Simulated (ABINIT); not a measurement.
Band structure of SnTe (F-43m, 2 atoms in the cell).

```
SnTe
1.0
    0.00000     3.61115     3.61115
    3.61115     0.00000     3.61115
    3.61115     3.61115     0.00000
Sn Te
1 1
Direct
  0.00000   0.00000   0.00000
  0.75000   0.75000   0.75000
```

Level of theory: PBEsol, norm-conserving pseudopotentials (PseudoDojo nc-sr-04 PBEsol standard) (plane waves; ABINIT 10.0.3).

Settings: pseudos = [Sn.upf, Te.upf]; ecut = 41 Ha; occopt = 3; tsmear = 0.00367493 Ha; ngkpt = 7 7 7; nshiftk = 1; shiftk = 0 0 0; potentials = PseudoDojo nc-sr-04 PBEsol standard; kptopt = 1; nstep = 80; tolvrs1 = 1e-12; ndtset = 2; getden2 = 1.

The starting cell comes from a database of computed structures (which also holds hypothetical and non-ambient phases and stackings), without a prior relaxation at this level. Spin-orbit coupling is off. The run gives no clean gap (levels at the Fermi energy touch, overlap or are partly filled at this smearing), which alone does not show that the compound is a metal.

Levels in eV from the Fermi level, bands 12 to 19:
```
point     12     13     14     15    16    17    18    19
-----  -----  -----  -----  -----  ----  ----  ----  ----
Γ      -5.25  -1.96  -1.96  -1.96  0.97  0.97  0.97  3.95
X      -7.41  -3.15  -3.15  -0.72  0.04  3.84  3.84  5.31
W      -7.39  -3.42  -3.33   0.00  1.28  2.17  3.06  5.21
K      -7.36  -3.55  -2.96  -0.55  1.09  3.01  3.14  4.67
L      -7.05  -2.49  -2.49  -2.10  1.77  1.77  3.34  5.52
U      -7.36  -3.55  -2.96  -0.55  1.09  3.01  3.14  4.67
```

No band crosses the Fermi level by more than 0.03 eV along this path.
